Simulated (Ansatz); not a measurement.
Levels about the gap of amorphous Ga24O37Mg (62 atoms in a cell of 769 Å³, 4.94 g/cm³; zone centre alone, so wide bands show as single levels with stretches between that a denser mesh fills), at the geometry that PBE relaxed, where it gives 1.0 GPa on a denser mesh. The participation number counts the atoms over which a state spreads; weights are charges in smoothed Voronoi cells. The levels come from a single point, so bond lengths are those of that geometry. Method of the levels: r2SCAN, scalar-relativistic without spin-orbit coupling (Ansatz, a quantum-chemistry and plane-wave program). Sampling: the zone centre alone; Fermi-Dirac width 0.02 eV; no spin polarisation. At PBE the levels at the filled edge of the gap are localised (band-tail or defect states), and the nearest spread-out levels lie 1.8 eV apart at the zone centre.

The cell was made by melting and quenching with the CHGNet potential and then relaxed with DFT. O atoms were pushed apart under 1.9 Å during the dynamics, to hinder bonds among them. The hot cell started wider than the set density and was brought back towards it in steps. It is the lowest in DFT energy of 2 quenches. It is a model cell: composition and starting density were chosen by hand, and all elements were melted together. No dispersion term was used. Its density started from a set value of 4.94 and ended at 4.94 g/cm³. The quench (nominally 330 K/ps over its main leg) was far faster than any real one, so the model tends to hold more defects than a real film. A cell of this size samples the disorder only roughly. The volume was held where the preparation left it and the shape relaxed, at a PBE pressure of 1.0 GPa. Stress components on the final sampling reach 1.1 GPa.

```
E - E(highest filled), eV  filling  participation number        largest on  weight O  weight Ga  weight Mg
-------------------------  -------  --------------------  ----------------  --------  ---------  ---------
-0.50                       filled                  16.8   O, 3 neighbours      0.94       0.05       0.00
-0.41                       filled                  12.8   O, 3 neighbours      0.94       0.06       0.00
-0.37                       filled                  12.8   O, 3 neighbours      0.94       0.06       0.00
-0.29                       filled                  16.5   O, 3 neighbours      0.95       0.05       0.00
-0.20                       filled                   3.8   O, 2 neighbours      0.94       0.06       0.00
-0.11                       filled                   9.5   O, 3 neighbours      0.95       0.05       0.00
0.00                        filled                   2.6   O, 2 neighbours      0.95       0.05       0.00
2.06                         empty                  53.9  Ga, 4 neighbours      0.51       0.47       0.01
4.47                         empty                  18.3  Ga, 4 neighbours      0.51       0.48       0.00
4.71                         empty                  31.9  Ga, 4 neighbours      0.56       0.44       0.00
4.95                         empty                  38.8  Ga, 5 neighbours      0.56       0.43       0.00
5.07                         empty                  39.4  Ga, 5 neighbours      0.56       0.43       0.01
5.11                         empty                  20.1  Ga, 4 neighbours      0.55       0.45       0.00
5.55                         empty                  40.6  Ga, 4 neighbours      0.54       0.45       0.01
```

Most localised among these is the filled level at +0.00 eV, on a O atom, which has 2 neighbours (Ga 1.78 Å, Ga 1.86 Å).
